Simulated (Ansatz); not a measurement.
Consider ZrO2 (space group P4_2/nmc, No. 137; a = 3.621 Å, c = 5.284 Å). Axes: x, y, z lie along a, b, c of the conventional cell.

Modification: uniaxial stress, 5 GPa tension along z; all other stress components relax to zero.

Levels (all Ansatz, a first-principles code, PAW, earlier PAW set): PBE (420 eV, no spin-orbit coupling); r2SCAN (500 eV, scalar-relativistic without spin-orbit coupling); HSE06 (420 eV, scalar-relativistic without spin-orbit coupling).

One geometry, relaxed with PBE, under each level:

```json
[
 {"level": "PBE", "band gap": "4.14 eV", "lowest conduction level above the VBM at special points": "Γ 4.14 eV; X 4.48 eV; R 4.52 eV; Z 4.59 eV", "pressure": "-1.67 GPa"},
 {"level": "r2SCAN", "band gap": "___", "lowest conduction level above the VBM at special points": "___", "pressure": "___"},
 {"level": "HSE06", "band gap": "5.75 eV", "lowest conduction level above the VBM at special points": "Γ 5.75 eV; X 6.10 eV; R 6.15 eV", "pressure": "–"}
]
```

**Question.** Give the withheld r2SCAN results.

**Answer.** 
- r2SCAN, band gap: 4.67 eV
- r2SCAN, lowest conduction level above the VBM at special points: Γ 4.67 eV; X 4.99 eV; R 5.03 eV; Z 5.12 eV
- r2SCAN, pressure: -5.57 GPa

Single points use the geometry relaxed with PBE. Their cutoffs differ, which shifts pressures a little. HSE06 was sampled on its mesh, a few special points and the semilocal edge points, so its gap is an upper bound. Load acts through the strain it causes; cell and atoms are relaxed under it. Beyond what the load breaks, stability against distortions was not tested. This is not the structure that ZrO2 has at room temperature and ambient pressure.
